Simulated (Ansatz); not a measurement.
Start from Si in the diamond structure (space group Fd-3m, No. 227).

```yaml
crystal:
  lattice:
    - [0.00000, 2.73515, 2.73515]
    - [2.73515, 0.00000, 2.73515]
    - [2.73515, 2.73515, 0.00000]
  atoms:
    - { symbol: Si, position: [0.50000, 0.50000, 0.50000] }
    - { symbol: Si, position: [0.75000, 0.75000, 0.75000] }
```

All numbers come from PBE, PAW, 420 eV (Ansatz, a program for electronic structure; spin-orbit coupling left out).

Before the change:

The smallest direct gap is 2.55 eV and the band gap is 0.61 eV.

One thing is altered: cell and atoms relaxed at a pressure of 3 GPa.

**Question.** Predict the new smallest direct gap and band gap.

**Answer.** The smallest direct gap rises by 0.01 eV, from 2.55 eV to 2.56 eV; the band gap decreases by 0.058 eV, from 0.61 eV to 0.56 eV.

Load acts through the strain it causes; cell and atoms are relaxed under it. No phonon test of stability was made. Tetrahedral semiconductors of this kind turn to denser phases somewhere between about 1 and 50 GPa; those were not computed, so compressed cells here can lie past the real transition.
